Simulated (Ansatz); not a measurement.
Take TiB2 (space group P6/mmm, No. 191) as the base.

```xyz
3
Lattice="3.0320 0.0000 0.0000 -1.5160 2.6258 0.0000 0.0000 0.0000 3.2243" Properties=species:S:1:pos:R:3 pbc="T T T"
Ti     0.0000     0.0000     0.0000
B      0.0000     1.7505     1.6122
B      1.5160     0.8753     1.6122
```

Level of theory: Ansatz (a program for electronic structure) PBE, no SOC.

One change was made to it. Results:

```
quantity            base    after
---------------  -------  -------
c/a ratio          1.063    1.050
volume per atom  8.56 Å³  7.75 Å³
```

Q: What was done to the base?
(A) pressure 15 GPa
(B) pressure 9 GPa
(C) pressure −1 GPa
(D) pressure 30 GPa
(E) pressure −2 GPa

A: D, pressure 30 GPa. For comparison, the volume per atom in the other runs: pressure −2 GPa gives 8.63 Å³; pressure 9 GPa gives 8.27 Å³; pressure −1 GPa gives 8.59 Å³; pressure 15 GPa gives 8.11 Å³.

Load acts through the strain it causes; cell and atoms are relaxed under it. Stability against distortions was not tested. No other phases were tried under pressure. The final runs are not spin-polarised.
